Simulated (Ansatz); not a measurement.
The parent structure is NiGe (space group Pnma, No. 62; a = 5.326 Å, b = 3.442 Å, c = 5.802 Å; non-magnetic). Axes: x, y, z lie along a, b, c of the conventional cell.

All numbers come from plane-wave PAW DFT at the r2SCAN level (Ansatz, an electronic-structure program, 500 eV), no SOC, earlier PAW set.

Before the change:

| Property | Value |
|---|---|
| Pressure | 0.0 GPa |
| Volume per atom | 13.29 Å³ |

Modification: biaxial strain +1.68 %, plane normal [001], relaxed out of plane (Cartesian); in-plane vectors clamped, the third vector and the atoms free.

Estimate the effect on the pressure and volume per atom.

The pressure (mean of the normal stresses, compression positive) goes from zero to -2.7 GPa; the volume per atom increases by 0.22 Å³, from 13.29 Å³ to 13.51 Å³.

Stability against distortions was not tested. Starting moments died away, wholly or in part, for the base; another magnetic solution may exist. All final runs are without spin polarisation.
